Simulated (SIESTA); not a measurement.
```yaml
crystal:
  lattice:
    - [4.48425, 0.00000, 0.00000]
    - [0.00000, 4.48425, 0.00000]
    - [0.00000, 0.00000, 4.48425]
  atoms:
    - { symbol: Mn, position: [0.36354, 0.13646, 0.86354], spin: 4.0 }
    - { symbol: Mn, position: [0.13646, 0.86354, 0.36354], spin: 4.0 }
    - { symbol: Mn, position: [0.86354, 0.36354, 0.13646], spin: 4.0 }
    - { symbol: Mn, position: [0.63646, 0.63646, 0.63646], spin: 4.0 }
    - { symbol: Si, position: [0.65422, 0.84578, 0.15422] }
    - { symbol: Si, position: [0.84578, 0.15422, 0.65422] }
    - { symbol: Si, position: [0.15422, 0.65422, 0.84578] }
    - { symbol: Si, position: [0.34578, 0.34578, 0.34578] }
```
(The spins are starting values, not results.)

Computed with LDA PW92, numerical atomic orbitals TZP, PseudoDojo LDA standard norm-conserving potentials (rewritten from UPF to PSML) (SIESTA).

The set-up and first iterations of a SIESTA log for MnSi (P2_13, 8 atoms in the cell):

```
reinit: Reading from file input.fdf

reinit: System Name: MnSi
reinit: System Label: MnSi

NOTE on units for spin output:
{S} is the spin magnetic moment, in units of the Bohr magneton,
assuming a g-factor for the electron spin of exactly 2.
The spin magnetic moment is then numerically equal to the charge inbalance,
in units of electrons, between the spin-up and -down channels.

coor:   Atomic-coordinates input format  =     Cartesian coordinates
coor:                                          (in units of alat)

siesta: Atomic coordinates (Bohr) and species
siesta:      3.08064   1.15636   7.31764  1        1
siesta:      1.15636   7.31764   3.08064  1        2
siesta:      7.31764   3.08064   1.15636  1        3
siesta:      5.39336   5.39336   5.39336  1        4
siesta:      5.54386   7.16714   1.30686  2        5
siesta:      7.16714   1.30686   5.54386  2        6
siesta:      1.30686   5.54386   7.16714  2        7
   [... lines left out ...]
diag: Use parallel 2D distribution                  =   F
diag: Parallel block-size                           = 64
diag: Parallel distribution                         =     1 x     1
diag: Used triangular part                          = Lower
diag: Absolute tolerance                            =  0.100E-15
diag: Orthogonalization factor                      =  0.100E-05
diag: Memory factor                                 =  1.0000

superc: Internal auxiliary supercell:     5 x     5 x     5  =     125
superc: Number of atoms, orbitals, and projectors:   1000  21000  18000

                        Single-point calculation

superc: Internal auxiliary supercell:     5 x     5 x     5  =     125
superc: Number of atoms, orbitals, and projectors:   1000  21000  18000

outcell: Unit cell vectors (Ang):
        4.484250    0.000000    0.000000
        0.000000    4.484250    0.000000
        0.000000    0.000000    4.484250

outcell: Cell vector modules (Ang)   :    4.484250    4.484250    4.484250
outcell: Cell angles (23,13,12) (deg):     90.0000     90.0000     90.0000
outcell: Cell volume (Ang**3)        :     90.1715
new_DM -- step:     1
Initializing Density Matrix...

Attempting to read DM from file... Failed...
DM filled with atomic data (user-defined):

InitMesh: MESH = 54 x 54 x 54 = 157464
InitMesh: Mesh cutoff (required, used) =   400.000   400.784 Ry

stepf: Fermi-Dirac step function
        iscf     Eharris(eV)        E_KS(eV)     FreeEng(eV)     dDmax    Ef(eV) dHmax(eV)
   scf:    1   -12141.314085   -12269.841397   -12269.869557  0.795427 -2.937299 20.135452
     spin moment: {S} , |S| = {        0.0        0.0    7.69662 }     7.69662
   scf:    2   -12317.357390   -12297.357138   -12297.369178  0.068457 -3.918704 10.633351
     spin moment: {S} , |S| = {        0.0        0.0    8.06332 }     8.06332
   scf:    3   -12308.017774   -12306.563182   -12306.576082  0.060476 -4.976849  0.883539
     spin moment: {S} , |S| = {        0.0        0.0    8.13666 }     8.13666
   scf:    4   -12307.160507   -12306.904933   -12306.937946  0.024170 -5.007830  1.190040
     spin moment: {S} , |S| = {        0.0        0.0    7.69796 }     7.69796
   scf:    5   -12307.451964   -12307.200970   -12307.256133  0.041263 -5.227559  0.792876
     spin moment: {S} , |S| = {        0.0        0.0    6.60539 }     6.60539
   scf:    6   -12307.304518   -12307.250676   -12307.306220  0.006912 -5.234950  0.845629
     spin moment: {S} , |S| = {        0.0        0.0    6.34433 }     6.34433
   scf:    7   -12307.510842   -12307.387506   -12307.446070  0.015027 -5.156770  0.258457
     spin moment: {S} , |S| = {        0.0        0.0    5.93397 }     5.93397
   scf:    8   -12307.643693   -12307.502634   -12307.565465  0.015876 -5.162062  0.219871
     spin moment: {S} , |S| = {        0.0        0.0    5.29356 }     5.29356
   [... lines left out ...]
```

Q: Will this run converge, and how will it end?

A: The run converged in 29 iterations. Its thresholds were met; that alone does not show that basis and mesh suffice. It ends on: free energy E − TS -12307.8053 eV; Fermi level (on the code's own zero) -5.29 eV; pressure -9.60 GPa; largest force (vector length) 0.194 eV/Å; size of the cell's spin moment 3.41 μB; site moments (μB, in the program's spheres or projections) Mn 0.94, Mn 0.94, Mn 0.94, Mn 0.94, Si -0.09, Si -0.09, Si -0.09, Si -0.09. The log goes on:

```
     spin moment: {S} , |S| = {        0.0        0.0    3.40740 }     3.40740
   scf:   21   -12307.761865   -12307.761841   -12307.805315  0.000079 -5.291232  0.001203
   [... lines left out ...]
   scf:   26   -12307.761722   -12307.761733   -12307.805318  0.000016 -5.291289  0.000566
     spin moment: {S} , |S| = {        0.0        0.0    3.40649 }     3.40649
   scf:   27   -12307.761716   -12307.761724   -12307.805318  0.000013 -5.291284  0.000536
     spin moment: {S} , |S| = {        0.0        0.0    3.40625 }     3.40625
   scf:   28   -12307.761711   -12307.761718   -12307.805318  0.000011 -5.291279  0.000467
     spin moment: {S} , |S| = {        0.0        0.0    3.40605 }     3.40605
   scf:   29   -12307.761706   -12307.761712   -12307.805318  0.000010 -5.291275  0.000439
     spin moment: {S} , |S| = {        0.0        0.0    3.40588 }     3.40588
SCF Convergence by DM+H criterion
max |DM_out - DM_in|         :     0.0000097669
max |H_out - H_in|      (eV) :     0.0004393347
SCF cycle converged after 29 iterations

Using DM_out to compute the final energy and forces

siesta: E_KS(eV) =           -12307.7617

siesta: E_KS - E_eggbox =    -12307.7617

siesta: Atomic forces (eV/Ang):
     1    0.006691   -0.006695    0.006693
     2   -0.006690    0.006694    0.006694
     3    0.006694    0.006691   -0.006693
     4   -0.006695   -0.006690   -0.006692
     5    0.111759   -0.111762    0.111768
     6   -0.111763    0.111760    0.111769
     7    0.111779    0.111778   -0.111772
     8   -0.111775   -0.111776   -0.111766
   Tot    0.000000    0.000000   -0.000000
   Max    0.111779
   Res    0.079174    sqrt( Sum f_i^2 / 3N )
   Max    0.111779    constrained

Stress tensor Voigt[x,y,z,yz,xz,xy] (kbar):       96.00       96.00       96.00       -0.00       -0.00        0.00
   [... lines left out ...]
siesta: FreeEng =    -12307.805318
siesta: Cell volume =         90.171532 Ang**3
siesta:         -96.00186612        -92.83238786  kBar
   [... lines left out ...]

Mulliken Atomic Populations:
Atom #   charge [q] valence [e]      Sz [e]  Species
     1     0.600599   14.399401    0.941264  Mn
     2     0.600598   14.399402    0.941264  Mn
     3     0.600587   14.399413    0.941266  Mn
     4     0.600591   14.399409    0.941266  Mn
     5    -0.600593    4.600593   -0.089796  Si
     6    -0.600593    4.600593   -0.089796  Si
     7    -0.600593    4.600593   -0.089796  Si
     8    -0.600594    4.600594   -0.089796  Si
 Total    -0.000000                3.405875
```

For comparison: a first run (DFT, GGA PBE, numerical atomic orbitals TZP, PseudoDojo PBE standard norm-conserving potentials (rewritten from UPF to PSML)) was changed to give this one (XC.functional: GGA → LDA; XC.authors: PBE → PW92; pseudopotentials: PseudoDojo PBE standard → PseudoDojo LDA standard), and from it to this one the pressure goes from 3.91 to -9.60 GPa, the largest force goes from 0.138 to 0.194 eV/Å and the size of the net moment goes from 0.48 to 0.43 μB/atom.

The starting cell comes from a database of computed structures (which also holds hypothetical and non-ambient phases and stackings), without a prior relaxation at this level. The moments shrank to a small part of their start, a low-spin state that need not be the lowest. Values carry the incompleteness of an atom-centred basis. With a pressure of about -10 GPa the cell is away from its equilibrium volume at this level.

The run was DFT, LDA PW92, numerical atomic orbitals TZP, PseudoDojo LDA standard norm-conserving potentials (rewritten from UPF to PSML). Main settings of its input:

- XC.functional: LDA
- XC.authors: PW92
- potentials: PseudoDojo LDA standard
- PAO.BasisSize: TZP
- PAO.EnergyShift: 0.01 Ry
- MeshCutoff: 400 Ry
- kgrid.MonkhorstPack: 5 5 5
- OccupationFunction: FD
- ElectronicTemperature: 50 meV
- Spin: polarized
- DM.InitSpin: [1 +4.00, 2 +4.00, 3 +4.00, 4 +4.00, 5 +0.00, 6 +0.00, 7 +0.00, 8 +0.00]
- MaxSCFIterations: 150
